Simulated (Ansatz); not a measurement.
The starting structures come from a database of crystals and need not be the phases stable at ambient conditions.

 Where the default PAW files enter, the runs use the earlier of Ansatz's two default sets.

Input:

```xyz
12
Lattice="3.6830 0.0000 0.0000 -1.8415 6.9813 0.0000 0.0000 0.0000 9.6918" Properties=species:S:1:pos:R:3 pbc="T T T"
Zr     0.0000     0.0000     4.8459
Zr     0.0000     0.0000     0.0000
Tl     1.8415     3.4232     2.4230
Tl     0.0000     3.5581     7.2689
Cu     1.8415     0.5365     7.2689
Cu     0.0000     6.4448     2.4230
S      1.8415     1.7472     5.3297
S      0.0000     5.2341     4.3621
S      0.0000     5.2341     0.4838
S      1.8415     1.7472     9.2080
S      1.8415     6.0998     7.2689
S      0.0000     0.8815     2.4230
```

Space group of this cell: Cmcm. The cell was relaxed by PBE-D3(BJ); by PBEsol its mean pressure is -1.0 GPa.

Transport runs along the normal of the first two printed cell vectors.

The gap is the functional's own. No spin-orbit coupling. Mid-gap values are interpolated on the energy grid.

**Question.** Compute, with PBEsol (Ansatz, a first-principles code), the band gap and the smallest decay constant κ at mid-gap.

**Answer.** Gap 0.57 eV on a 8×8×4 mesh; κ = 0.143 1/Å, at (0.000, 0.500) of the in-plane reciprocal vectors. At the zone centre, at the nearest computed energy, the slowest state has κ = 0.16 1/Å.
